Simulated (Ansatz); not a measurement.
Here is the system:

```xyz
5
Lattice="5.8532 0.0000 0.0000 2.9266 5.0690 0.0000 2.9266 -1.6897 2.4327" Properties=species:S:1:pos:R:3 pbc="T T T"
Ba     0.0000     0.0000     0.0000
Zr     2.9266     1.6897     1.2163
O      2.9266     0.0000     0.0000
O      1.4633     2.5345     0.0000
O      4.3899     2.5345     0.0000
```

No spin polarisation.

Method: PBEsol (Ansatz, a quantum-chemistry and plane-wave program), no spin-orbit coupling. Γ-centred 8×8×8 mesh, Fermi–Dirac width 0.05 eV.

Predict the in-plane stress and space group.

The mean in-plane stress (compression positive) is +3.1 GPa. The space group is R-3m (No. 166).

The cells carry an imposed strain or load. Stability against distortions was not tested. The cell was made from BaZrO$_{3}$ in the cubic perovskite structure (space group Pm-3m, No. 221) by this change: biaxial strain −1.00 %, plane normal [111], relaxed out of plane.
